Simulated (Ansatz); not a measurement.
Results of r²SCAN+rVV10 in Ansatz (plane waves, PAW) for ZnSe (model structure, started from the BN type, Pm-3n, No. 223, 12 atoms in the cell).

Run with plane-wave cutoff 560 eV, 6×6×6 k mesh, Fermi–Dirac smearing 0.01 eV, scalar-relativistic PAW data made under PBE.

Cell (relaxed at this level):

```cif
data_Se6Zn6
_chemical_formula_sum 'Zn6 Se6'
_space_group_name_H-M_alt 'P 1'
_space_group_IT_number 1
_cell_length_a 6.95511
_cell_length_b 6.95511
_cell_length_c 6.95511
_cell_angle_alpha 90.000
_cell_angle_beta 90.000
_cell_angle_gamma 90.000
loop_
_space_group_symop_operation_xyz
  'x, y, z'
loop_
_atom_site_label
_atom_site_type_symbol
_atom_site_fract_x
_atom_site_fract_y
_atom_site_fract_z
_atom_site_occupancy
Zn1 Zn 0.25000 0.00000 0.50000 1
Zn2 Zn 0.50000 0.25000 0.00000 1
Zn3 Zn 0.50000 0.75000 0.00000 1
Zn4 Zn 0.75000 0.00000 0.50000 1
Zn5 Zn 0.00000 0.50000 0.75000 1
Zn6 Zn 0.00000 0.50000 0.25000 1
Se1 Se 0.25000 0.50000 0.00000 1
Se2 Se 0.00000 0.25000 0.50000 1
Se3 Se 0.00000 0.75000 0.50000 1
Se4 Se 0.75000 0.50000 0.00000 1
Se5 Se 0.50000 0.00000 0.75000 1
Se6 Se 0.50000 0.00000 0.25000 1
```

**Question.** Estimate the band gap that the calculation returns.

**Answer.** 
* **band gap**: 1.75 eV (on the SCF k mesh)

Note: the relaxation could raise the start's symmetry but not lower it, so the cell can be a saddle point.

Spin–orbit coupling is not included.

The computed numbers hold no vibrational or temperature effects.

A model structure was made by putting elements into a prototype or built by hand; it is no filed structure, need not be a known phase, and can be a saddle point held by its symmetry.

Ansatz is a program for electronic structure.
